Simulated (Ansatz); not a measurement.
AlBN2 (model structure, started from the ScAlN2 type, P3m1, No. 156, 4 atoms in the cell) was calculated with HSE06 (Ansatz, a quantum-chemistry and plane-wave program, PAW).

Numerical settings: plane-wave cutoff 460 eV, 12×12×6 k mesh (along the axes of the cell as run), Fermi–Dirac smearing 0.01 eV, scalar-relativistic PAW data made under PBE.

The cell is the one relaxed with PBEsol. Conventional cell: a = 2.8497 Å, b = 2.8497 Å, c = 4.6651 Å, α = 90.00°, β = 90.00°, γ = 120.00°.

```yaml
crystal:
  lattice:
    - [2.84971, 0.00000, 0.00000]
    - [-1.42485, 2.46792, 0.00000]
    - [0.00000, 0.00000, 4.66511]
  atoms:
    - { symbol: B, position: [0.33333, 0.66667, 0.01903] }
    - { symbol: N, position: [0.33333, 0.66667, 0.34424] }
    - { symbol: Al, position: [0.66667, 0.33333, 0.50067] }
    - { symbol: N, position: [0.66667, 0.33333, 0.90605] }
```

Problem. List the 10 lowest band energies at Γ above −25 eV (eV, relative to the valence band maximum), grouping those that round alike.

Solution. At Γ: -19.07, -15.70, -9.02, -1.76 (×2), -0.60, 0.00 (×2), 6.49, 8.48.

Note: the run warned that its exchange threshold was loose for the stress; the relaxation could raise the start's symmetry but not lower it, so the cell can be a saddle point; cell and atoms aren't relaxed at this level (pressure -2.4 GPa).

A model structure was made by putting elements into a prototype or built by hand; it is no filed structure, need not be a known phase, and can be a saddle point held by its symmetry.
